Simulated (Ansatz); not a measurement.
Base system: BP in the zinc blende structure (space group F-43m, No. 216; a = 4.5364 Å). Axes: x, y, z lie along the cube axes.

Level of theory: Kohn–Sham DFT with the r2SCAN functional, run in Ansatz (a first-principles code) with PAW and 500 eV plane waves, no SOC, earlier PAW set.

Base values:

- Valence-band top at Γ = 0.00, 0.00, 0.00 eV
- Pressure = 0.00 GPa
- Band gap = 1.41 eV

It is then changed as follows: uniaxial strain ε_zz = −1.31 %, all other strain components held at zero, atoms relaxed at fixed cell.

Task: How does this affect the valence-band top at Γ?

Result: The valence-band top at Γ (three highest levels, from the VBM) goes from 0.00, 0.00, 0.00 eV to 0.00, -0.14, -0.14 eV.

Task: Predict the new pressure.

Result: The pressure (mean of the normal stresses, compression positive) goes from zero to 2.28 GPa.

Task: What does the calculation give for the band gap after the change?

Result: The band gap falls by 0.23 eV to 1.18 eV.

Task: What does the calculation give for the energy relative to the base after the change?

Result: The energy grows by 2.3 meV/atom.

No phonon test of stability was made.
